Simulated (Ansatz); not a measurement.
## BAs: As → Se

Start from BAs in the zinc blende structure (space group F-43m, No. 216; a = 4.8094 Å).

It is then changed as follows: every As is replaced by Se; the structure is relaxed again.

Method: PBE, PAW, 420 eV (Ansatz, a program for electronic structure; no spin-orbit coupling), earlier PAW set. k-mesh 16×16×16 (Γ-centred); smearing 0.05 eV (Fermi–Dirac), for the changed cell.

```json
[
 {"quantity": "volume per atom", "base": "13.91 Å³", "changed": "15.48 Å³", "shift": "+1.57 Å³"},
 {"quantity": "density", "base": "5.12 g/cm³", "changed": "4.82 g/cm³", "shift": "-0.30 g/cm³"},
 {"quantity": "lattice parameter a", "base": "4.809 Å", "changed": "4.984 Å", "shift": "+0.175 Å"},
 {"quantity": "space group", "base": "F-43m (No. 216)", "changed": "F-43m (No. 216)", "shift": "–"},
 {"quantity": "shortest interatomic distance", "base": "2.083 Å", "changed": "2.158 Å", "shift": "+0.0757 Å"},
 {"quantity": "band gap", "base": "1.21 eV", "changed": "zero", "shift": "–"}
]
```

Whether these cells are dynamically stable was not tested. As relaxed here, BSe is a hypothetical phase, not in the database extracts checked. All final runs are without spin polarisation. An odd electron count without spin: BSe.
